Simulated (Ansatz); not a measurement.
The (10-10) face of hcp Os can be cut between different planes. Symmetric, stoichiometric slabs relaxed in the 1x1 cell (12.0 Å²): top plane Os, 0.80 Å over the next in the ideal cut; top plane Os, 1.59 Å over the next in the ideal cut.

All values below come from PBE (plane waves to 420 eV, PAW; Ansatz, an electronic-structure program).

**Question.** Rank these by surface energy (lowest first), as PBE gives it.

**Answer.** the cut with an outer spacing of 0.80 Å (3.43 J/m²), the cut with an outer spacing of 1.59 Å (4.43 J/m²)
